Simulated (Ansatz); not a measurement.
Base system: HfN in the rock salt structure (space group Fm-3m, No. 225; a = 4.5482 Å; relaxed with 0.1 eV smearing).

All numbers come from PBE/PAW in Ansatz (a program for electronic structure), spin-orbit coupling left out.

Before the change:

| Quantity | Value |
|---|---|
| Pressure | 0.0 GPa |

Now apply this change: an isotropic linear strain of +2.68 %; the atoms relax in the strained cell.

Question: What does the calculation give for the energy relative to the base after the change?

Answer: The energy grows by 57 meV/atom.

Question: Predict the new pressure.

Answer: The pressure goes from zero to -17.6 GPa.

No phonon test of stability was made. The final runs are not spin-polarised. An odd electron count without spin: HfN.
